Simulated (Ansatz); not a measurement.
The reference is SiSe2 (space group Ibam, No. 72; made of chains).

```
CELL_PARAMETERS angstrom
     -3.15068     4.65079     2.92779
      3.15068    -4.65079     2.92779
      3.15068     4.65079    -2.92779
ATOMIC_POSITIONS crystal
  Se 0.87171 0.79484 0.66655
  Se 0.37171 0.70516 0.07686
  Se 0.62829 0.29484 0.92314
  Se 0.12829 0.20516 0.33345
  Si 0.75000 0.75000 0.00000
  Si 0.25000 0.25000 0.00000
```

Cartesian axes are those of the cell as printed.

Level of theory: plane-wave PAW DFT at the PBEsol level (Ansatz, a first-principles code, 420 eV), without spin-orbit coupling.

Strains are applied to the cell and any free atomic positions relax; under biaxial strain the out-of-plane vector relaxes too.

One change was made to it. Results:

```csv
quantity,base,after
gap character,"indirect, F₀ → X","indirect, F₀ → X"
band gap,1.65 eV,1.63 eV
```

Q: Which change produced these results?
(A) uniaxial strain ε_yy = −0.96 %
(B) biaxial strain −1.99 %, plane normal [001], relaxed out of plane
(C) biaxial strain −3.32 %, plane normal [001], relaxed out of plane

A: A, uniaxial strain ε_yy = −0.96 %. For comparison, the band gap in the other runs: biaxial strain −1.99 %, plane normal [001], relaxed out of plane gives 1.55 eV; biaxial strain −3.32 %, plane normal [001], relaxed out of plane gives 1.47 eV.

A biaxial case was relaxed in a doubled cell and then solved in the primitive one. No phonon test of stability was made. No dispersion term is included in the PBEsol runs.
